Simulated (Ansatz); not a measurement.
Worked example: self-consistent single point of TiB₂Mo (Amm2, 4 atoms in the cell) in Ansatz (an electronic-structure program).

Level of theory: PBEsol, harder PAW files (source: ansatz) made with PBE (plane waves; Ansatz).

```xyz
4
Lattice="3.0671 0.0000 0.0000 0.0000 1.5808 4.2005 0.0000 -1.5808 4.2005" Properties=species:S:1:pos:R:3 pbc="T T T"
Ti     0.0000     0.0000     1.2875
B      1.5336     0.0000     4.6941
B      0.0000     0.0000     3.6960
Mo     1.5336     0.0000     7.1746
```

Reference input (self-consistent single point, DFT, PBEsol, plane waves, default PAW files made with PBE): basis.ecutwfc = 420 eV; kpoints.mp_grid.grid = 9 9 9; hamiltonian.xc = pbesol; hamiltonian.pseudopotentials = {kind: paw} (the program's default PAW files); scf.occupations.method = gaussian; scf.occupations.width = 0.1 eV. This run's input differs from it in these lines:

Ansatz 0.2 input:
```diff
@@ -11,3 +11,3 @@
 basis:
-  ecutwfc: 420.0
+  ecutwfc: 405.0
 kpoints:
@@ -16,3 +16,3 @@
   xc: pbesol
-  pseudopotentials: { kind: paw }
+  pseudopotentials: { kind: paw, source: ansatz }
 scf:
```

Output, abridged:

```
SCF iter   1: F=—  HF=-7685.871598 eV  |F-HF|=—  |Δ(HF+E_count)|=         —  Δρ=1.72e-1  dr2=2.13e1  ethr=3.10e-3  ⟨swp⟩=5.2  Hψ=11516  notcnv=0
all-band conjugate gradients solve this SCF's bands
preconditioner: auto → Kerker (q_TF=auto, 2.621 Å⁻¹)
SCF iter   2: F=—  HF=-7680.880494 eV  |F-HF|=—  |Δ(HF+E_count)|=    4.99e0  Δρ=5.97e-2  dr2=2.18e0  ethr=3.10e-3  ⟨swp⟩=3.0  Hψ=6469  notcnv=0  defer=6
   [... lines left out ...]
SCF iter   6: F=—  HF=-7680.346156 eV  |F-HF|=—  |Δ(HF+E_count)|=   9.68e-5  Δρ=5.38e-4  dr2=2.13e-4  ethr=2.21e-6  ⟨swp⟩=2.3  Hψ=3651  notcnv=0  defer=3
SCF iter   7: F=—  HF=-7680.346119 eV  |F-HF|=—  |Δ(HF+E_count)|=   3.69e-5  Δρ=8.30e-5  dr2=4.20e-6  ethr=6.65e-7  ⟨swp⟩=2.0  Hψ=3154  notcnv=0  defer=3
SCF iter   8: F=—  HF=-7680.346108 eV  |F-HF|=—  |Δ(HF+E_count)|=   1.14e-5  Δρ=1.82e-5  dr2=1.92e-7  ethr=1.31e-8  ⟨swp⟩=2.0  Hψ=3355  notcnv=0  defer=3
SCF iter   9: F=-7680.346108 eV  HF=-7680.346108 eV  |F-HF|=8.77e-10  |Δ(HF+E_count)|=   4.56e-8  Δρ=1.95e-6  dr2=1.48e-9  ethr=3.13e-10  ⟨swp⟩=5.0  Hψ=9586  notcnv=0
SCF 1 converged in 9 iterations: F = -7680.346108 eV  dr2 = 1.48e-9
Free energy (F): -7680.346108 eV
Internal energy: -7680.344011 eV  (E = F + TS)
E sigma→0 (E₀):  -7680.345060 eV
Entropy (-TS):   -0.002096 eV (-0.524 meV/atom)
Fermi energy:    17.433371 eV
--- Forces (eV/Å), atoms counted from 1 ---
  atom   1  Ti     0.00000000     0.00000000    -0.94290267
  atom   2  B      0.00000000     0.00000000     0.24427837
  atom   3  B      0.00000000     0.00000000     0.27119230
  atom   4  Mo     0.00000000     0.00000000     0.42743614
--- Stress (GPa, compression-positive) ---
       -1.470064       0.000000       0.000000
        0.000000      -3.404007       0.000000
        0.000000       0.000000      -2.162973
  P = ⅓ Tr σ = -2.3457 GPa (-23.457 kbar)
  The stress holds the Pulay correction. Without it, at fixed plane waves, as pw.x and ABINIT print it: P = -18.9867 GPa
```

The run converged in 9 iterations. Against the reference run the pressure goes from -2.52 to -2.35 GPa and the largest force goes from 0.913 to 0.943 eV/Å.

The starting cell comes from a database of computed structures (which also holds hypothetical and non-ambient phases and stackings), without a prior relaxation at this level. Its lattice was rescaled by up to half a per cent. One atom was moved a little off its site on purpose. Spin polarisation is off. Ansatz's pressure includes its estimate of the finite-basis (Pulay) stress. Without the estimate this run gives -18.99 GPa. The cutoff lies below the one recommended for these files.
